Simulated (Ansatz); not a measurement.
Defect migration in 2H silicon carbide: C vacancy, neutral cell. Level of theory: PBE, PAW (plane waves to 420 eV; Ansatz, a first-principles code).

Settings: 72 host sites, the relaxed PBE lattice, the Γ point alone, smearing 0.01 eV, spin-restricted, no image-charge correction. No zero-point or tunnelling terms. The host's phase is taken as given; its stability against other phases was not computed. The charge state is imposed; whether it is stable for some Fermi level was not computed. Forms of the defect that were not tried may lie lower.

Barriers: single points on a 2×2×2 k-point mesh shifted by half a step along c at the bands' geometries (they differ from the bands' own by up to 0.53 eV, and are uncertain by about as much).

The step: one C atom jumps into the vacancy from a nearby C site. Atoms about the jump, Cartesian Å from the middle of the jump, before and after:

```tsv
atom	x0	y0	z0	x1	y1	z1
C1	0.73	-1.31	0.03	-0.73	1.31	-0.03
Si2	-0.85	-0.43	0.75	-0.67	-0.52	0.46
Si3	0.79	-1.34	-1.90	0.64	-1.28	-1.89
Si4	2.31	-0.47	0.63	2.35	-0.56	0.75
Si5	-0.62	1.40	-1.89	-0.79	1.34	-1.95
Si6	0.69	2.16	0.46	0.80	2.19	0.63
C7	2.32	1.30	-0.03	2.32	1.25	0.03
C8	-0.73	-0.42	-2.51	-0.86	-0.41	-2.63
Si9	2.37	1.33	-1.95	2.31	1.31	-1.90
C10	2.34	-0.46	-2.54	2.28	-0.46	-2.51
C11	0.88	2.27	-2.63	0.77	2.22	-2.54
C12	-2.33	-1.36	0.01	-2.29	-1.38	-0.03
C13	-0.79	-0.50	2.62	-0.71	-0.50	2.46
Si14	0.76	-3.16	0.65	0.88	-3.11	0.75
Si15	-2.28	-1.33	-1.91	-2.34	-1.35	-1.95
Si16	-2.33	2.11	0.75	-2.30	2.19	0.63
C17	2.31	-0.48	2.54	2.38	-0.47	2.62
C18	0.73	2.18	2.46	0.81	2.20	2.54
C19	3.84	-1.38	0.01	3.89	-1.39	0.01
C20	0.80	-3.13	-2.50	0.76	-3.10	-2.51
Si21	0.78	-1.38	3.19	0.81	-1.37	3.18
C22	0.76	3.99	-0.03	0.82	3.98	0.01
Si23	-0.78	1.31	3.18	-0.74	1.29	3.13
C24	-2.26	2.21	-2.51	-2.33	2.24	-2.54
```

Task: Give the saddle-point geometry and the barrier.

Result: 
| atom | x | y | z |
|---|---|---|---|
| C1 | 0.35 | 0.06 | -0.37 |
| Si2 | -1.09 | -0.24 | 0.73 |
| Si3 | 0.74 | -1.18 | -1.90 |
| Si4 | 2.20 | -0.41 | 0.57 |
| Si5 | -0.62 | 1.23 | -1.94 |
| Si6 | 0.91 | 2.12 | 0.58 |
| C7 | 2.51 | 1.40 | -0.01 |
| C8 | -0.83 | -0.49 | -2.66 |
| Si9 | 2.40 | 1.35 | -1.92 |
| C10 | 2.35 | -0.43 | -2.55 |
| C11 | 0.84 | 2.22 | -2.56 |
| C12 | -2.42 | -1.38 | -0.01 |
| C13 | -0.82 | -0.49 | 2.58 |
| Si14 | 0.86 | -3.13 | 0.67 |
| Si15 | -2.34 | -1.36 | -1.94 |
| Si16 | -2.28 | 2.04 | 0.72 |
| C17 | 2.28 | -0.47 | 2.50 |
| C18 | 0.76 | 2.17 | 2.49 |
| C19 | 3.76 | -1.40 | -0.01 |
| C20 | 0.81 | -3.07 | -2.44 |
| Si21 | 0.75 | -1.37 | 3.16 |
| C22 | 0.77 | 3.93 | -0.01 |
| Si23 | -0.79 | 1.31 | 3.18 |
| C24 | -2.24 | 2.18 | -2.47 |
It lies 3.28 eV above the start and 3.28 eV above the end. The saddle point's order was not checked.
